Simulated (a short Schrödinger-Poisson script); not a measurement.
Structure: MOS inversion layer, HfO2 on p-type Si(100), at 400 K.

```
layer  material  thickness (nm)  Na (cm⁻³)
-----  --------  --------------  ---------
1          HfO2             3.5          -
2            Si             610       5e17
```

Constants are typed, rounded textbook-type inputs, not results; the design itself was drawn at random and stands for no fabricated device. HfO2: permittivity 22, conduction-band edge (eV) 1.55, gap (eV) 5.7, electron mass (mₑ) 0.2. Si: permittivity 11.7, conduction-band edge (eV) 0, gap (eV) 1.124, Nv at 300 K (cm⁻³) 3.1e19.

Channel valleys (confinement mass, in-plane density-of-states mass, number): Δ2 0.916, 0.19, 2; Δ4 0.19, 0.417, 4. At the gate the conduction-band edge of layer 1 lies 1.88 eV − eVg above the Fermi level of the channel; the field vanishes at the back. Gaps are held at their typed values at every temperature. Mesh 0.03 nm at interfaces.

From a short Schrödinger-Poisson script (our own, NumPy): 1D Poisson equation in equilibrium, electrons classical, Boltzmann, parabolic valleys, classical holes, full ionisation, no traps, pinning or gate leakage.

The same stack at other levels of the model or other numerical settings:

| run | sheet density of all electrons at Vg = 1.1 V (cm⁻²) | sheet density of all electrons at Vg = 0.5 V (cm⁻²) | capacitance at Vg = 1.1 V (μF/cm²) | centroid of the channel electrons at Vg = 1.1 V (nm) | rough cost against the base |
|---|---|---|---|---|---|
| base | 2.02e13 | 3.12e12 | 4.99 | 0.38 | about 1 |
| electrons treated as classical, Fermi-Dirac | 1.80e13 | 2.96e12 | 4.30 | 0.59 | 6 |
| electrons treated as quantum, Hartree | 1.29e13 | 1.48e12 | 3.46 | (withheld) | 40 |
| mesh six times as coarse | (withheld) | 2.97e12 | (withheld) | 0.49 | 0.6 |

**Question.** Complete the blanks.

**Answer.** 
- electrons treated as quantum, Hartree, centroid of the channel electrons at Vg = 1.1 V (nm): 1.44
- mesh six times as coarse, capacitance at Vg = 1.1 V (μF/cm²): 4.71
- mesh six times as coarse, sheet density of all electrons at Vg = 1.1 V (cm⁻²): 1.92e13

The classical rows ignore confinement, and Boltzmann statistics overrate the density once the band edge passes the Fermi level.
